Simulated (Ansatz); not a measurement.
The starting structures come from a database of crystals and need not be the phases stable at ambient conditions.

 Where the default PAW files enter, the runs use the earlier of Ansatz's two default sets.

Inside the gap of an insulator the Bloch states are evanescent, with a wavenumber k + iκ along the transport direction.

```
CoAsS
1.0
    5.55751     0.00000     0.00000
    0.00000     5.55751     0.00000
    0.00000     0.00000     5.55751
Co As S
4 4 4
Direct
  0.49308   0.50692   0.99308
  0.00692   0.49308   0.49308
  0.99308   0.99308   0.00692
  0.50692   0.00692   0.50692
  0.37952   0.12048   0.12048
  0.12048   0.87952   0.62048
  0.87952   0.37952   0.87952
  0.62048   0.62048   0.37952
  0.61738   0.88262   0.88262
  0.88262   0.11738   0.38262
  0.11738   0.61738   0.11738
  0.38262   0.38262   0.61738
```

Space group of this cell: P2_13. The cell is taken as given.

Transport runs along the normal of the first two printed cell vectors, the (001) plane of the conventional cell.

No gap correction and no spin-orbit coupling; mid-gap values are interpolated between computed energies.

**Question.** Estimate the band gap and the smallest decay constant κ at mid-gap that r2SCAN run with Ansatz (a first-principles code) returns for this system.

**Answer.** Gap 1.15 eV on a 6×6×6 mesh; κ = 0.179 1/Å, at (0.000, 0.333) of the in-plane reciprocal vectors. At the zone centre, at the nearest computed energy, the slowest state has κ = 0.21 1/Å.
